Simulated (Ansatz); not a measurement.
Cost and result by functional for the surface energy of the (10-13) surface of hcp Cd in its 1x1 cell, outermost plane spacing 1.29 Å in the ideal cut (one of several cuts of this face), in Ansatz (plane waves, PAW). Single points on the PBE structure, on one kind of machine; costs are rough ratios of the slab run's core time (references not counted) to the cheapest single point. r2SCAN's cost holds its higher cutoff (500 against 420 eV). Differences are taken against r2SCAN for comparison alone: no measured value is at hand, so the table doesn't rank accuracy.

Model: 14-atom slab, 10.5 Å thick at the start, 13x4x1 mesh, Fermi-Dirac 0.1 eV, dipole correction, all atoms relaxed; held to the part of the start's symmetry that mesh and held atoms allow; no spin, no spin-orbit, no U. These notes are the PBE run's.

```tsv
functional	relative cost	surface energy (J/m²)	less r2SCAN (J/m²)
LDA	1	0.68	0.12
PBEsol	1	0.60	0.04
RPBE	1	0.28	-0.28
r2SCAN	2	0.56	0.00
PBE (the relaxed run's value)	–	0.42	-0.14
```

The values span 0.40 J/m², while the single points' costs differ by a factor of roughly 2. Differences are of unrounded values.

Ansatz is a first-principles code.
